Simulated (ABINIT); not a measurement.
ABINIT 10.0.3, DFT, PBE, plane waves, JTH v2.0 PBE PAW: a series of growing systems, each on 24 ranks. The k mesh and basis are held over the series and aren't claimed converged, least of all for the small cells.

```
Property                                              Value
----------------------------------------  -----------------
task                                                    scf
ecut                                                  22 Ha
pawecutdg                                             44 Ha
k mesh (ngkpt)                                        2×2×2
shiftk                                                0×0×0
nstep                                                   100
tolvrs                                                1e-09
occopt                                                    3
tsmear                                             0.005 Ha
prtwf                                                     0
prtden                                                    0
paral_kgb                                                 1
ranks over k-points and spins (np_spkpt)                  4
ranks over bands (npband)                                 6
ranks over FFT planes (npfft)                             1
wfoptalg                                                114
nline                                           4 (default)
iscf                                           17 (default)
npulayit                                        7 (default)
diemix                                        0.7 (default)
diemac                                      1e+06 (default)
dielng                                    1.07748 (default)
kptopt                                          1 (default)
```

It runs on a single node (Intel Xeon 6 (Granite Rapids), 96 cores on 1 socket, 2 hardware threads a core, 3 L3 cache groups, 3 NUMA nodes).

Times are wall-clock medians of two to five runs, from launch to exit, with nothing else on the machine. Unless noted, each process is bound to its own block of adjacent cores. The build: conda-forge: MPICH, OpenBLAS, FFTW3, no OpenMP, no ScaLAPACK; another build can shift the numbers. Scratch files lie in a memory file system.

Measured:

| system | nband | bandpp | bands | SCF iterations | wall time | peak memory |
|---|---|---|---|---|---|---|
| fcc Cu, atoms displaced, 4 atoms | 48 | 8 | 48 | 12 | 3.66 s | 1.6 GiB |
| fcc Cu, atoms displaced (Cu8), 8 atoms | 96 | 16 | 96 | 13 | 13.5 s | 2.6 GiB |
| fcc Cu, atoms displaced (Cu12), 12 atoms | 144 | 24 | 144 | 13 | 36.1 s | 3.7 GiB |

Still to run:

```json
[
 {"system": "fcc Cu, atoms displaced (Cu18), 18 atoms", "nband": "216", "bandpp": "36", "bands": "216"}
]
```

Problem. Estimate time and memory of the remaining systems.

Solution. The two largest measured give a power of ln(36.1/13.5) / ln(12/8) = 2.43 in the count of atoms; the table sets what it predicts beside the runs.

```csv
system,time by that power,SCF iterations,wall time,peak memory
"fcc Cu, atoms displaced (Cu18), 18 atoms",97 s,13,110 s,5.5 GiB
```

From the smallest system to the largest the time grows as the power 2.3 of the count of atoms; from step to step the powers are 1.9, 2.4, 2.7. The largest part is solving the bands at each k-point (vtowfk) (44 %) in the smallest system and still the same (84 %) in the largest.
